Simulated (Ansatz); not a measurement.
Base system: KH in the zinc blende structure (space group F-43m, No. 216; a = 6.1263 Å; a hypothetical phase, not in the database extracts checked). Axes: x, y, z lie along the cube axes.

Method: PBEsol (Ansatz, a quantum-chemistry and plane-wave program, PAW, spin-orbit coupling left out).

Base values:

The electron mass is 1.1 mₑ along k, 1.3 mₑ across (at L) and the band gap is 3.54 eV. The smallest direct gap is 3.65 eV.

Modification: a pure shear with ε_xz = ε_zx = -0.0160; the atoms relax in the strained cell.

Problem. Predict the new electron mass, band gap, stress and smallest direct gap.

Solution. The electron mass goes from 1.1 mₑ along k, 1.3 mₑ across (at L) to 0.98 mₑ along k, 1.3 mₑ across (at L); the band gap shrinks by 0.066 eV to 3.48 eV; the stress (xx, yy, zz, yz, xz, xy; compression positive) comes out as (0.00, -0.01, 0.00, 0.00, 0.19, 0.00) GPa; the smallest direct gap remains 3.65 eV.

Effective masses come from finite differences of ±0.01 Å⁻¹. Along k means along the line from Γ to the band edge. Gaps are read on the SCF mesh and a high-symmetry path. No phonon test of stability was made.
